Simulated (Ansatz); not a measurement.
Defect: interstitial O in alpha quartz, neutral cell. Level of theory: PBE, PAW (plane waves to 420 eV; Ansatz, a program for electronic structure).

Settings: 72 host sites, the relaxed PBE lattice, the Γ point alone, smearing 0.01 eV, spin-restricted, no image-charge correction. No zero-point or tunnelling terms. The charge state is imposed; whether it is stable for some Fermi level was not computed. Sites that were not tried may lie lower.

Barriers: single points on a 2×2×2 k-point mesh shifted by half a step along c at the bands' geometries.

The step: a concerted move, in which O travels most. Atoms about the jump, Cartesian Å from the middle of the jump, before and after:

| atom | x0 | y0 | z0 | x1 | y1 | z1 |
|---|---|---|---|---|---|---|
| O1 | 0.00 | -0.80 | -0.99 | 0.00 | 0.80 | 0.99 |
| O2 | 0.24 | 0.68 | 1.64 | 0.65 | 0.20 | 2.18 |
| O3 | 0.65 | -0.20 | -2.18 | 0.24 | -0.68 | -1.64 |
| Si4 | 0.77 | -2.25 | -0.71 | 0.73 | -2.05 | -0.90 |
| Si5 | 0.73 | 2.05 | 0.90 | 0.77 | 2.25 | 0.71 |
| O6 | -0.24 | -2.78 | 0.45 | -0.34 | -2.52 | 0.24 |
| O7 | -0.34 | 2.52 | -0.24 | -0.24 | 2.78 | -0.45 |
| O8 | 2.28 | -1.96 | -0.21 | 2.17 | -1.77 | -0.20 |
| O9 | 2.17 | 1.77 | 0.20 | 2.28 | 1.96 | 0.21 |
| Si10 | -0.74 | 0.18 | -3.01 | -0.71 | -0.01 | -2.77 |
| Si11 | -0.71 | 0.01 | 2.77 | -0.74 | -0.18 | 3.01 |
| O12 | -1.68 | 1.19 | -2.16 | -1.64 | 1.13 | -2.06 |
| O13 | -1.64 | -1.13 | 2.06 | -1.68 | -1.19 | 2.16 |
| Si14 | -1.73 | -2.34 | 0.97 | -1.78 | -2.29 | 0.96 |
| Si15 | -1.78 | 2.29 | -0.96 | -1.73 | 2.34 | -0.97 |
| O16 | -2.71 | -1.88 | -0.25 | -2.85 | -1.79 | -0.16 |
| O17 | -2.85 | 1.79 | 0.16 | -2.71 | 1.88 | 0.25 |

### Question
Where do these atoms stand at the saddle point, and how high is it?

### Answer

```tsv
atom	x	y	z
O1	0.21	0.00	0.00
O2	0.27	0.68	1.72
O3	0.27	-0.68	-1.72
Si4	0.75	-2.00	-0.82
Si5	0.75	2.00	0.83
O6	-0.33	-2.64	0.22
O7	-0.33	2.64	-0.22
O8	2.25	-1.84	-0.23
O9	2.25	1.84	0.23
Si10	-0.74	0.05	-2.83
Si11	-0.74	-0.05	2.83
O12	-1.64	1.16	-2.08
O13	-1.64	-1.16	2.08
Si14	-1.76	-2.30	0.92
Si15	-1.76	2.30	-0.92
O16	-2.80	-1.78	-0.22
O17	-2.80	1.78	0.22
```
It lies 1.25 eV above the start and 1.25 eV above the end. The saddle point's order was not checked, and it lies on a symmetry element of the cell, where a band can be held.
